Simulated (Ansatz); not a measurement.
Quick settings and what they miss: Nb3Sn (Pm-3n, 8 atoms in the cell)

Self-consistent single point.

```xyz
8
Lattice="5.3592 0.0000 0.0000 0.0000 5.3592 0.0000 0.0000 0.0000 5.3592" Properties=species:S:1:pos:R:3 pbc="T T T"
Nb     1.3398     0.0000     2.6796
Nb     4.0194     0.0000     2.6796
Nb     2.6796     4.0194     0.0000
Nb     2.6796     1.3398     0.0000
Nb     0.0000     2.6796     4.0194
Nb     0.0000     2.6796     1.3398
Sn     0.0000     0.0000     0.0000
Sn     2.6796     2.6796     2.6796
```

Method: PBEsol, default PAW files made with PBE (plane waves; Ansatz, a quantum-chemistry and plane-wave program).

Base settings: basis.ecutwfc = 420 eV; kpoints.mp_grid.grid = 4 4 4; hamiltonian.xc = pbesol; hamiltonian.pseudopotentials = {kind: paw} (the program's default PAW files); scf.occupations.method = cold; scf.occupations.width = 0.1 eV.

Tight run (finer mesh or higher cutoff; not a proven limit): basis.ecutwfc: 420 eV → 590 eV; kpoints.mp_grid.grid: 4 4 4 → 6 6 6; scf.convergence.dr2_threshold: default (1e-07 eV) → 1e-09 eV. It gave Fermi level (on the code's own zero) 16.29 eV; pressure -8.99 GPa.

Quick runs, as changes from the base:
- A: the base itself
- B: basis.ecutwfc: 420 eV → 210 eV; kpoints.mp_grid.grid: 4 4 4 → 2 2 2
- C: basis.ecutwfc: 420 eV → 295 eV; kpoints.mp_grid.shift: default → 0.5 0.5 0.5; scf.convergence.dr2_threshold: default (1e-07 eV) → 0.0001 eV
- D: basis.ecutwfc: 420 eV → 250 eV; kpoints.mp_grid.grid: 4 4 4 → 3 3 3; scf.occupations.width: 0.1 eV → 0.5 eV
- E: basis.ecutwfc: 420 eV → 250 eV; kpoints.mp_grid.grid: 4 4 4 → 1 1 1; scf.occupations.method: cold → fermi_dirac; scf.occupations.width: 0.1 eV → 0.272 eV

Energies are extrapolated to zero smearing width, which holds to low order in the width alone.

The count of work is k-points × plane waves × bands × iterations; it is no time. 

Pressures in the table are Ansatz's without its Pulay estimate, at a fixed set of plane waves; the tight run's value above holds the estimate.

The starting cell comes from a database of computed structures (which also holds hypothetical and non-ambient phases and stackings), without a prior relaxation at this level. Its lattice was rescaled by a random factor within 2.5 % of one. Spin polarisation is off. In the base run, with a pressure of about -9 GPa the cell is away from its equilibrium volume at this level.

| run | energy less tight (meV/atom) | pressure less tight (GPa) | count of work / tight |
|---|---|---|---|
| A | 0.1 | -0.21 | 0.23 |
| B | 2388.2 | -98.41 | 0.037 |
| C | 48.6 | -3.70 | 0.036 |
| D | 377.3 | -23.37 | 0.042 |
| E | -625.4 | -38.12 | 0.013 |

Among the runs at the tight run's level, the energy misses run from 0.1 to 2388.2 meV/atom.

Left out of this page: 1 run of the series outside the window shown, repeating another row's setting, or not comparable.

Keys are those of Ansatz 0.2.
